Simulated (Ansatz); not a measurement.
**Competing hops of interstitial Na in rock-salt CaO, charge state +1**

Defect migration in rock-salt CaO: interstitial Na, charge state +1. Method: PBE, PAW (plane waves to 420 eV; Ansatz, an electronic-structure program).

64-site cell at the relaxed PBE lattice, the Γ point alone, smearing 0.01 eV, spin-restricted, no finite-size correction. Static, classical nuclei. The charge state is imposed; whether it is stable for some Fermi level was not computed. Sites that were not tried may lie lower.

Barriers: single points on a 2×2×2 k-point mesh shifted by half a step at the bands' geometries (they differ from the bands' own by up to 0.08 eV, and are uncertain by about as much).

```json
[
 {"Route": "several atoms move together, Na the farthest", "Start site over the lowest site run (eV)": "0.00", "Hop (Å)": "2.41", "Forward barrier (eV)": "1.02", "Backward barrier (eV)": "1.02", "Neighbours at the start": "4 Ca at 2.42; 4 O at 2.13 Å", "Neighbours at the saddle": "2 Ca at 2.28; 2 O at 2.01 Å", "Saddle order": "not checked, on a symmetry element", "Forward, on the band's own sampling (eV)": "0.94"}
]
```

Paths come from nudged elastic bands with a climbing image.  A band can be held on a symmetry element, so unchecked saddle points there may be too high. A further band (several atoms move together, Na the farthest, 3.41 Å) gave 0.94 eV forward on its own sampling, 0.94 eV above the lowest site run, but a shoulder points to a second hump between its images, so it is not taken as a result.
